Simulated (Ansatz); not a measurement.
Take a 12-atom supercell of Ta in the bcc (W type) structure (space group Im-3m, No. 229) at its relaxed geometry as the base.

```xyz
12
Lattice="-3.3196 3.3196 3.3196 3.3196 -3.3196 3.3196 4.9794 4.9794 -1.6598" Properties=species:S:1:pos:R:3 pbc="T T T"
Ta     0.0000     0.0000     0.0000
Ta     1.6598    -1.6598     1.6598
Ta    -1.6598     1.6598     1.6598
Ta     0.0000     0.0000     3.3196
Ta     1.6598     1.6598     1.6598
Ta     3.3196     3.3196     0.0000
Ta     3.3196     0.0000     3.3196
Ta     4.9794     1.6598     1.6598
Ta     0.0000     3.3196     3.3196
Ta     1.6598     4.9794     1.6598
Ta     1.6598     1.6598     4.9794
Ta     3.3196     3.3196     3.3196
```

Calculations: PBE/PAW in Ansatz (a quantum-chemistry and plane-wave program), no SOC.

One neutral defect a cell, atoms relaxed at fixed cell.

One change was made to it. Results:

The pressure decreases by 3.6 GPa (-0.1 GPa → -3.7 GPa); the largest displacement of a host atom from its site in the perfect cell comes out as 0.05 Å.

### Question
Which change produced these results?
A. Al on a Ta site
B. Hf on a Ta site, symmetric start
C. V on a Ta site
D. H interstitial (started 1.75 Å from the nearest host atom)

### Answer
C, V on a Ta site. For comparison, the pressure in the other runs: Hf on a Ta site, symmetric start gives 2.8 GPa; Al on a Ta site gives -2.2 GPa; H interstitial (started 1.75 Å from the nearest host atom) gives 2.5 GPa.

The magnetic state is the one reached from the starting moments; the real material's order can differ, and small cells can't hold many antiferromagnetic ones. In so small a cell the defect repeats every few ångströms: this is an ordered compound, not a dilute defect. Defects with a symmetric start kept the site's symmetry and may sit on a saddle; the others started slightly shaken. Seeded moments were not kept for V on a Ta site. Spin-polarised in the final run: V on a Ta site; the other runs are not. An odd electron count without spin: HfTa11 and Ta12H.
